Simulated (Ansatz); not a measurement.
Electronic density of states of amorphous C36B24, density 2.15 g/cm³, on a 2×2×2 Γ-centred mesh with a Gaussian width of 0.1 eV; energies count from the Fermi level. Cell and mesh are small, so fine structure isn't converged. Calculation: PBE, scalar-relativistic without spin-orbit coupling (plane waves to 420 eV, PAW; Ansatz, a program for electronic structure). Sampling: a 2×2×2 Γ-centred mesh; Fermi-Dirac width 0.05 eV; no spin polarisation. The levels at the Fermi energy are partly filled. A closed spacing in one fast-quenched cell at PBE doesn't show the material to be a metal.

The cell was made by melting and quenching with the CHGNet potential and then relaxed with DFT. The hot cell started wider than the set density and was brought back towards it in steps. It is the lowest in DFT energy of 2 quenches. It is a model cell: composition and starting density were chosen by hand, and all elements were melted together. No dispersion term was used. Its density started from a set value of 2.15 and ended at 2.15 g/cm³. The quench (nominally 820 K/ps over its main leg) was far faster than any real one, so the model tends to hold more defects than a real film. One small periodic cell is one sample of the glass; other quenches scatter about these values. The volume was held where the preparation left it, at a PBE pressure of -3.8 GPa (tension). Stress components on the final sampling reach 7.8 GPa. On a 2×2×2 Γ-centred mesh force components of up to 0.24 eV/Å stay, since the relaxation ran on one k-point at (1/4, 1/4, 1/4).

(E - EF (eV), states/(eV atom)): (-12.00, 0.15); (-11.90, 0.16); (-11.80, 0.09); (-11.70, 0.04); (-11.60, 0.05); (-11.50, 0.12); (-11.40, 0.16); (-11.30, 0.15); (-11.20, 0.11); (-11.10, 0.16); (-11.00, 0.19); (-10.90, 0.24); (-10.80, 0.22); (-10.70, 0.13); (-10.60, 0.10); (-10.50, 0.12); (-10.40, 0.15); (-10.30, 0.18); (-10.20, 0.16); (-10.10, 0.14); (-10.00, 0.14); (-9.90, 0.17); (-9.80, 0.20); (-9.70, 0.19); (-9.60, 0.16); (-9.50, 0.12); (-9.40, 0.11); (-9.30, 0.10); (-9.20, 0.09); (-9.10, 0.13); (-9.00, 0.18); (-8.90, 0.21); (-8.80, 0.25); (-8.70, 0.27); (-8.60, 0.23); (-8.50, 0.17); (-8.40, 0.17); (-8.30, 0.19); (-8.20, 0.20); (-8.10, 0.21); (-8.00, 0.25); (-7.90, 0.24); (-7.80, 0.26); (-7.70, 0.24); (-7.60, 0.24); (-7.50, 0.27); (-7.40, 0.28); (-7.30, 0.24); (-7.20, 0.22); (-7.10, 0.24); (-7.00, 0.29); (-6.90, 0.32); (-6.80, 0.30); (-6.70, 0.24); (-6.60, 0.23); (-6.50, 0.24); (-6.40, 0.28); (-6.30, 0.31); (-6.20, 0.29); (-6.10, 0.28); (-6.00, 0.30); (-5.90, 0.33); (-5.80, 0.34); (-5.70, 0.31); (-5.60, 0.36); (-5.50, 0.35); (-5.40, 0.32); (-5.30, 0.35); (-5.20, 0.34); (-5.10, 0.30); (-5.00, 0.30); (-4.90, 0.32); (-4.80, 0.32); (-4.70, 0.37); (-4.60, 0.33); (-4.50, 0.34); (-4.40, 0.43); (-4.30, 0.39); (-4.20, 0.39); (-4.10, 0.33); (-4.00, 0.32); (-3.90, 0.33); (-3.80, 0.33); (-3.70, 0.34); (-3.60, 0.33); (-3.50, 0.35); (-3.40, 0.36); (-3.30, 0.35); (-3.20, 0.33); (-3.10, 0.34); (-3.00, 0.37); (-2.90, 0.38); (-2.80, 0.32); (-2.70, 0.30); (-2.60, 0.33); (-2.50, 0.34); (-2.40, 0.34); (-2.30, 0.29); (-2.20, 0.24); (-2.10, 0.24); (-2.00, 0.30); (-1.90, 0.26); (-1.80, 0.18); (-1.70, 0.21); (-1.60, 0.26); (-1.50, 0.18); (-1.40, 0.19); (-1.30, 0.21); (-1.20, 0.20); (-1.10, 0.21); (-1.00, 0.13); (-0.90, 0.11); (-0.80, 0.17); (-0.70, 0.19); (-0.60, 0.18); (-0.50, 0.13); (-0.40, 0.13); (-0.30, 0.15); (-0.20, 0.15); (-0.10, 0.11); (0.00, 0.06); (0.10, 0.09); (0.20, 0.14); (0.30, 0.11); (0.40, 0.08); (0.50, 0.09); (0.60, 0.12); (0.70, 0.15); (0.80, 0.20); (0.90, 0.22); (1.00, 0.23); (1.10, 0.19); (1.20, 0.15); (1.30, 0.16); (1.40, 0.18); (1.50, 0.13); (1.60, 0.16); (1.70, 0.16); (1.80, 0.16); (1.90, 0.19); (2.00, 0.16); (2.10, 0.10); (2.20, 0.11); (2.30, 0.12); (2.40, 0.21); (2.50, 0.23); (2.60, 0.20); (2.70, 0.21); (2.80, 0.21); (2.90, 0.27); (3.00, 0.26); (3.10, 0.22); (3.20, 0.22); (3.30, 0.21); (3.40, 0.18); (3.50, 0.15); (3.60, 0.14); (3.70, 0.16); (3.80, 0.18); (3.90, 0.19); (4.00, 0.18)
